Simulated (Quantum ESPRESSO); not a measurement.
Quantum ESPRESSO run on CdSe (F-43m, 2 atoms in the cell): self-consistent single point.

Method: PBE, SSSP 1.1.2 precision (PBE) pseudopotentials (plane waves; Quantum ESPRESSO).

The change in words: lattice scaled by 0.98. Reference geometry:
```
CELL_PARAMETERS angstrom
     -3.02500     0.00000     3.02500
      0.00000     3.02500     3.02500
     -3.02500     3.02500     0.00000
ATOMIC_POSITIONS crystal
  Cd 0.00000 0.00000 0.00000
  Se 0.25000 0.25000 0.25000
```

Reference input (self-consistent single point, DFT, PBE, plane waves, SSSP 1.1.2 precision (PBE) pseudopotentials): ecutwfc = 55 Ry; ecutrho = 440 Ry; occupations = smearing; smearing = fd; degauss = 0.0036749 Ry; potentials = {Cd: Cd.pbe-dn-rrkjus_psl.0.3.1.UPF, Se: Se_pbe_v1.uspp.F.UPF}; K_POINTS = automatic 9 9 9 0 0 0; conv_thr = 1e-11 Ry; mixing_beta = 0.7. This run's input differs from it in these lines:

```diff
@@ -9,3 +9,3 @@
     ibrav = 2
-    celldm(1) = 11.4328430540
+    celldm(1) = 11.2041861929
     nat = 2
@@ -27,3 +27,3 @@
 Cd    0.0000000000    0.0000000000    0.0000000000
-Se   -1.5125000000    1.5125000000    1.5125000000
+Se   -1.4822500000    1.4822500000    1.4822500000
 K_POINTS {automatic}
```

Log, with long lists cut:

```
     Self-consistent Calculation

     iteration #  1     ecut=    55.00 Ry     beta= 0.70

     Threshold (ethr) on eigenvalues was too large:
     Diagonalizing with lowered threshold

     total energy              =    -165.91050228 Ry
     estimated scf accuracy    <       0.05951876 Ry

     iteration #  2     ecut=    55.00 Ry     beta= 0.70

     total energy              =    -165.92550665 Ry
     estimated scf accuracy    <       0.01411074 Ry

     iteration #  3     ecut=    55.00 Ry     beta= 0.70

     total energy              =    -165.92849849 Ry
     estimated scf accuracy    <       0.00052742 Ry

   [... 5 blocks of this kind left out ...]

     iteration #  9     ecut=    55.00 Ry     beta= 0.70

     total energy              =    -165.92871169 Ry
     estimated scf accuracy    <          1.0E-10 Ry

     iteration # 10     ecut=    55.00 Ry     beta= 0.70
     End of self-consistent calculation

     the Fermi energy is     6.5298 ev

!    total energy              =    -165.92871169 Ry
     estimated scf accuracy    <          2.4E-13 Ry
     smearing contrib. (-TS)   =      -0.00000025 Ry
     internal energy E=F+TS    =    -165.92871144 Ry

     convergence has been achieved in  10 iterations

     Forces acting on atoms (cartesian axes, Ry/au):

     atom    1 type  1   force =    -0.00000000    0.00000000   -0.00000000
     atom    2 type  2   force =     0.00000000    0.00000000    0.00000000

     Total force =     0.000000     Total SCF correction =     0.000000

          total   stress  (Ry/bohr**3)                   (kbar)     P=       79.08
   0.00053757   0.00000000   0.00000000           79.08        0.00        0.00
   0.00000000   0.00053757  -0.00000000            0.00       79.08       -0.00
   0.00000000  -0.00000000   0.00053757            0.00       -0.00       79.08

   JOB DONE.
```

The run converged in 10 iterations. Against the reference run the free energy rises by 60.3 meV/atom, the pressure goes from 3.60 to 7.91 GPa and the gap on the mesh goes from 0.616 to 0.737 eV.

The starting cell has typed, rounded lattice constants, without a prior relaxation at this level. For this run, on top of that: lattice scaled by 0.98. With a pressure of about 8 GPa the cell is away from its equilibrium volume at this level.

Cost on one core of a shared machine: roughly 40 s.
